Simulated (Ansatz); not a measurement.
We consider L1₀ (CuAu-type) TiAl, described by RPBE (Ansatz, a quantum-chemistry and plane-wave program, plane waves, PAW).

Output (set-up and result lines):

```
Crystal: 2 atoms, lattice volume = 32.828 Å³
Basis set: ecut = 520 eV, 887 PW (Γ), exchange–correlation on 48×48×64 points (8 copies of the dense FFT grid, shifted against one another)
Bands: 12, of which v1, the nominal top of the filled ones, is band 8 counted from 1 (7 counted from 0)
Symmetry: 16 space group operations
Space group: P4/mmm (ITA 123), of the structure as read, at distance tolerance 3.2e-5 Å
k-points: 528 of 5600
Functional: x = rpbe, c = pbe(β = 0.06672455060314922)
SCF iter   1: F=—  HF=-3045.286497 eV  |F-HF|=—  |Δ(HF+E_count)|=         —  Δρ=4.01e-3  dr2=4.25e-3
SCF iter   2: F=—  HF=-3045.286463 eV  |F-HF|=—  |Δ(HF+E_count)|=   3.40e-5  Δρ=2.42e-3  dr2=1.96e-3
  ...
SCF iter   6: F=—  HF=-3045.286398 eV  |F-HF|=—  |Δ(HF+E_count)|=   1.70e-8  Δρ=1.50e-6  dr2=2.80e-10
SCF iter   7: F=-3045.286398 eV  HF=-3045.286398 eV  |F-HF|=1.82e-12  |Δ(HF+E_count)|=  2.80e-10  Δρ=1.41e-7  dr2=3.98e-12
SCF 1 converged in 7 iterations: F = -3045.286398 eV  dr2 = 3.98e-12
SCF converged after 7 iterations
Free energy (F): -3045.286398 eV
Internal energy: -3045.271663 eV  (E = F + TS)
E sigma→0 (E₀):  -3045.279031 eV
Fermi energy:    10.945613 eV
--- Forces (eV/Å), atoms counted from 1 ---
  atom   1  Ti     0.00000000     0.00000000     0.00000000
  atom   2  Al    -0.00000000     0.00000000     0.00000000
--- Stress (GPa, compression-positive) ---
        1.184241       0.000000       0.000000
        0.000000       1.184241       0.000000
        0.000000       0.000000       1.922784
  P = ⅓ Tr σ = 1.4304 GPa (14.304 kbar)
```

Write an input file that could have produced this run (the log leaves some choices open).

Several could match; the one computed here: 
Ansatz 0.2 input:
```yaml
crystal:
  lattice:
    - [-2.841629, 0.0, 0.0]
    - [0.0, -2.841629, 0.0]
    - [0.0, 0.0, -4.06542]
  atoms:
    - { symbol: Ti, position: [0.0, 0.0, 0.0] }
    - { symbol: Al, position: [0.5, 0.5, 0.5] }
basis:
  ecutwfc: 520
  ecutrho_ratio: 4
  xc_grid: 2
kpoints:
  mp_grid: { grid: [20, 20, 14] }
hamiltonian:
  xc: rpbe
  dispersion: none
  pseudopotentials: { kind: paw }
scf:
  occupations: { method: fermi_dirac, width: 0.05 }
  convergence: { dr2_threshold: 0.0000000002 }
output:
  forces: true
  stress: true
  eigenvalues: true
```

The PAW data were made under PBE.

Note: cell and atoms aren't relaxed at this level (pressure 1.4 GPa).
